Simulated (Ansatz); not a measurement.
Bi4Ge3O12 (I-43d, No. 220) was calculated with PBEsol in Ansatz (PAW).

Numerical settings: plane-wave cutoff 520 eV, 6×6×6 k mesh, Fermi–Dirac smearing 0.01 eV, scalar-relativistic PAW data made under PBE.

Results at a series of volumes:

```json
[
 {"V (Å³/atom)": "14.626", "E − E_lowest (meV/atom)": "4.66"},
 {"V (Å³/atom)": "14.930", "E − E_lowest (meV/atom)": "1.11"},
 {"V (Å³/atom)": "15.235", "E − E_lowest (meV/atom)": "0.00"},
 {"V (Å³/atom)": "15.540", "E − E_lowest (meV/atom)": "1.02"},
 {"V (Å³/atom)": "15.845", "E − E_lowest (meV/atom)": "3.89"}
]
```

**Question.** What bulk modulus B0 and pressure derivative B′ does a third-order Birch–Murnaghan fit give?

**Answer.** V0 = 15.235 Å³/atom, B0 = 55.9 GPa, B′ = 5.8 (fit to the energies at full precision).

Spin–orbit coupling is not included; it can shift volumes and moduli of such heavy elements.

Static lattice: no zero-point or thermal effects.

The result took very roughly 2.9 core-hours.

Ansatz is an electronic-structure program.
